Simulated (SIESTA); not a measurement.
SIESTA 5.4.2, DFT, PBE, numerical atomic orbitals DZP, PseudoDojo PBE standard norm-conserving (rewritten from UPF to PSML): fcc Cu, atoms displaced (Cu8), 8 atoms. Basis and mesh were picked for this test and aren't claimed converged.

- cell: 7.23, 3.62, 3.62 Å; 90, 90, 90°
- distance to the nearest atom: 2.47 to 2.52 Å
- task: scf
- k mesh: 3×6×6
- PAO.BasisSize: DZP
- PAO.EnergyShift: 0.01 Ry
- MeshCutoff: 300 Ry
- ElectronicTemperature: 1000 K
- MaxSCFIterations: 200
- SCF.DM.Tolerance: 0.0001
- Diag.ParallelOverK: true
- SolutionMethod: diagon (default)
- Diag.Algorithm: Divide-and-Conquer (default)
- SCF.H.Tolerance: 0.001 eV (default)
- k-points: 65
- basis orbitals: 152
- electrons: 152
- real-space mesh: 80×40×40

Settings of this run: SCF.Mixer.Method = Pulay, SCF.Mixer.Weight = 0.1, SCF.Mixer.History = 2, SCF.Mix = Hamiltonian, SCF.Mixer.Restart = 0, SCF.Mixer.Variant = stable, SCF.Mix.First = true; 16 ranks.

```
iteration   FreeEng (eV)     dDmax  dHmax (eV)
---------  -------------  --------  ----------
1          -41158.930491  1.608963   26.562992
2          -41217.550486  0.605865   18.141488
3          -41266.627614  0.816460    0.673913
4          -41266.643960  0.004743    0.220506
5          -41266.647856  0.007183    0.180700
6          -41266.650135  0.006559    0.156764
7          -41266.652994  0.017080    0.131468
8          -41266.653330  0.014391    0.109566
9          -41266.652892  0.015003    0.053535
10         -41266.653287  0.001613    0.037285
11         -41266.653658  0.000991    0.035236
12         -41266.653805  0.001196    0.031192
13         -41266.653941  0.001723    0.025154
14         -41266.653987  0.000975    0.022638
15         -41266.654053  0.003103    0.020245
16         -41266.654052  0.002198    0.014309
17         -41266.654046  0.001510    0.005868
18         -41266.654056  0.000180    0.005519
19         -41266.654064  0.000194    0.004941
20         -41266.654067  0.000167    0.004344
21         -41266.654071  0.000292    0.003884
22         -41266.654072  0.000202    0.003609
23         -41266.654073  0.000462    0.002734
24         -41266.654073  0.000232    0.001580
25         -41266.654073  0.000118    0.000674
26         -41266.654073  0.000020    0.000664
```

It converged after 26 SCF iterations.

Problem. The cycle is slow. Which setting should be changed?

Solution. Several could match; the one computed here: SCF.Mixer.History = 6 (13 SCF iterations) or SCF.Mixer.History = 3 (13 SCF iterations) or SCF.Mixer.History = 10 (13 SCF iterations) or SCF.Mixer.History = 20 (13 SCF iterations), all else kept; the first takes 2.6 s against 4.0 s on an otherwise empty node (AMD EPYC (Zen 5)). In that run the program took: dense solver D&C. The first change moves the result by: energy equal as printed, forces (largest component) 0.25 meV/Å, pressure 0.0025 GPa.
